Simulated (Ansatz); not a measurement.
**Response to strain in SiO2**

Take SiO2 (space group P3_221, No. 154; a = 4.866 Å, c = 5.365 Å) as the base.

Strains are applied to the cell and any free atomic positions relax.

Method: LDA in Ansatz (plane waves to 420 eV, PAW, spin-orbit coupling left out).

| isotropic strain (%) | band gap (eV) |
|---|---|
| -3 | 6.14 |
| -2.25 | ? |
| -1.5 | 5.98 |
| 0 | 5.83 |

Question: Fit E_g = E₀ + Dε (ε in %) to the rows shown and predict the withheld row.

Answer: Least squares on the printed values gives E₀ = 5.83 eV, D = -103 meV per % of strain (largest residual 0.00 eV); this predicts 6.06 eV, and the run gives 6.06 eV, in agreement.

Gaps are Kohn–Sham eigenvalue differences; semilocal functionals usually give less than the measured gap. Stability against distortions was not tested.

Ansatz is an electronic-structure program.
